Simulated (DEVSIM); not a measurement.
Device: Schottky contact on p-type Si, at 300 K.

Layer 1 from the left is Si, thickness (μm) 6.10, Na (cm⁻³) 3e16, τn (s) 4.4e-7, τp (s) 4.4e-7. Layer 2 from the left is Si, thickness (μm) 0.940, Na (cm⁻³) 9.1e17, τn (s) 4.4e-7, τp (s) 4.4e-7.

Left contact: Schottky, work function 4.564 eV, emission velocity 9.2e6 cm/s. Right contact: ohmic. Voltage is applied to the left contact. Recombination: SRH at mid-gap, radiative. Mobility is constant in doping.

This is a model device: material constants are rounded textbook-type values typed into the input, and sizes, dopings and lifetimes were drawn at random. Values at 300 K.

Si: gap (eV) 1.124, affinity (eV) 4.05, permittivity 11.7, Nc (cm⁻³) 2.86e19, Nv (cm⁻³) 3.1e19, μn (cm²/Vs) 1417, μp (cm²/Vs) 470, B (cm³/s) 4.7e-15.

DEVSIM, 1D drift-diffusion, Boltzmann statistics, complete ionisation; no tunnelling, impact ionisation, image-force lowering or self-heating. Metal contacts follow the ideal Schottky-Mott rule: no Fermi-level pinning, no interface dipoles.

Dark forward current:

```tsv
|V| (V)	|J| (A/cm²)
0.05	0.01128
0.10	0.08725
0.15	0.5939
0.20	3.830
0.25	21.04
0.30	76.86
0.35	177.4
0.40	306.7
0.45	452.0
0.50	606.8
0.55	767.7
0.60	932.7
0.65	1101
0.70	1271
0.75	1443
0.80	1617
0.85	1791
0.90	1967
0.95	2143
```

Problem. Work out the local ideality factor n = ΔV / (kT/q · ln(J2/J1)) between the rows 0.15 and 0.20 V, 0.90 and 0.95 V.

Solution. kT/q = 25.85 mV. From 0.15 to 0.20 V: ln(3.830/0.5939) = 1.864, n = 1.04, near the 1 of diffusion or emission over a barrier. From 0.90 to 0.95 V: ln(2143/1967) = 0.086, n = 22.57; the layers' resistance at their doping, Σ W/(qμN) = 0.00027 Ω cm², would take 48 mV of this step of 50 mV.

Problem. Estimate the current at 0.15 V for emission alone, J0 = q v N_band exp(−φB/kT), and read the barrier back from the simulated current.

Solution. φB = 0.610 eV, N_band = 3.10e19 cm⁻³, J0 = 0.00258 A/cm²; J = J0 (exp(qV/kT) − 1) = 0.852 A/cm². The simulation gives 0.594 A/cm²; the estimate lies 43 % above. Read backwards, the simulated current gives an apparent barrier of 0.619 eV. The estimate leaves out transport through the depletion region and minority injection.
